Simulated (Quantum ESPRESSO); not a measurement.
## Cost against accuracy: conv_thr for a sheet of SnSe2 (3 atoms in the cell)

```xyz
3
Lattice="3.7976 0.0000 0.0000 -1.8988 3.2888 0.0000 0.0000 0.0000 17.0997" Properties=species:S:1:pos:R:3 pbc="T T T"
Sn     0.0000     0.0000     8.5499
Se     0.0000     2.1925    10.0997
Se     1.8988     1.0963     7.0000
```

Method: revPBE, GBRV 1.5 ultrasoft (PBE) pseudopotentials (plane waves; Quantum ESPRESSO 7.5).

Base settings: ecutwfc = 40 Ry; ecutrho = 200 Ry; occupations = smearing; smearing = cold; degauss = 0.0073499 Ry; input_dft = revpbe; potentials = {Sn: sn_pbe_v1.4.uspp.F.UPF, Se: se_pbe_v1.uspp.F.UPF}; K_POINTS = automatic 7 7 1 0 0 0; conv_thr = 1e-10 Ry; mixing_beta = 0.4.

Misses are taken against the tightest run, 7.3e-14 Ry, which need not be fully converged itself. The energy is the free energy per atom.

The count of work is k-points × plane waves × bands × iterations; it is no time, and leaves out set-up, grids and terms that scale otherwise. 

The starting cell was generated: these elements placed on a structure prototype, without a prior relaxation; it need not be a known phase or ordering of this composition. Its lattice was rescaled in the plane by a random factor within 2.5 % of one.

The runs (conv_thr): 0.0073 Ry | 0.00073 Ry | 7.3e-05 Ry | 7.3e-06 Ry | 7.3e-07 Ry | 7.3e-08 Ry | 7.3e-10 Ry | 1e-10 Ry | 7.3e-12 Ry | 7.3e-14 Ry.

### Question
Which is the coarsest setting among those run that, with all tighter ones, holds the energy within 2 meV/atom of the reference, and what does it save?

### Answer
0.00073 Ry, off by 0.38 meV/atom; it needs 0.29 of the reference's count of work.

### Question
What does the step from 0.0073 Ry to 7.3e-12 Ry buy?

### Answer
It takes the miss in the energy from 7.2 to 0.00 meV/atom, for 4.3 times the count of work.

| conv_thr | energy less reference (meV/atom) | largest difference in the force on any atom (eV/Å) | count of work / reference |
|---|---|---|---|
| 0.0073 Ry | 7.20 | 0.051 | 0.18 |
| 0.00073 Ry | 0.38 | 0.006 | 0.29 |
| 7.3e-05 Ry | 0.14 | 0.024 | 0.35 |
| 7.3e-06 Ry | 0.00 | 0.000 | 0.47 |
| 7.3e-07 Ry | 0.00 | 0.001 | 0.53 |
| 7.3e-08 Ry | 0.00 | 0.000 | 0.59 |
| 7.3e-10 Ry | 0.00 | 0.000 | 0.65 |
| 1e-10 Ry | 0.00 | 0.000 | 0.71 |
| 7.3e-12 Ry | 0.00 | 0.000 | 0.76 |
| 7.3e-14 Ry | 0.00 | 0.000 | 1.0 |
